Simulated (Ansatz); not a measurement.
# Response to strain in TlBr

The parent structure is TlBr in the CsCl type structure (space group Pm-3m, No. 221; a = 3.8395 Å). Axes: x, y, z lie along the cube axes.

Strains are applied to the cell and any free atomic positions relax; under biaxial strain the out-of-plane vector relaxes too.

Computed with DFT with LDA, PAW potentials and a 420 eV plane-wave cutoff in Ansatz (a program for electronic structure), no spin-orbit coupling.

Candidates:
(a) biaxial strain +1.25 %, plane normal [111], relaxed out of plane
(b) biaxial strain +0.83 %, plane normal [111], relaxed out of plane
(c) biaxial strain −1.67 %, plane normal [111], relaxed out of plane

Notes on the quantities. in-plane stress: mean in-plane stress (compression positive).

Question: Order them by in-plane stress, lowest first.

Answer: (a) biaxial strain +1.25 %, plane normal [111], relaxed out of plane (-0.6 GPa), (b) biaxial strain +0.83 %, plane normal [111], relaxed out of plane (-0.4 GPa), (c) biaxial strain −1.67 %, plane normal [111], relaxed out of plane (+0.9 GPa)

Stability against distortions was not tested.
